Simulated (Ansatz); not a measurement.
The reference is CdS in the wurtzite structure (space group P6_3mc, No. 186; a = 4.164 Å, c = 6.769 Å).

Modification: Zn takes the place of Cd on all its sites, then cell and atoms are relaxed.

Level of theory: plane-wave PAW DFT at the r2SCAN level (Ansatz, an electronic-structure program, 500 eV), no SOC, earlier PAW set.

Base, band edges from the VBM (valence, conduction): K -1.62, 4.96; H -1.09, 4.85; M -0.74, 4.14; L -1.30, 3.87; A -0.38, 3.26; Γ 0.00, 1.63 eV.

Task: Give the band edges at the high-symmetry points of the new zone, measured from its valence-band maximum.

Result: 
| point | valence edge (eV) | conduction edge (eV) |
|---|---|---|
| Γ | 0.00 | 2.77 |
| M | -0.91 | 4.04 |
| K | -2.15 | 4.54 |
| A | -0.48 | 4.09 |
| L | -1.66 | 3.95 |
| H | -1.40 | 4.98 |

The gap is 2.77 eV, direct at Γ.

Stability against distortions was not tested.
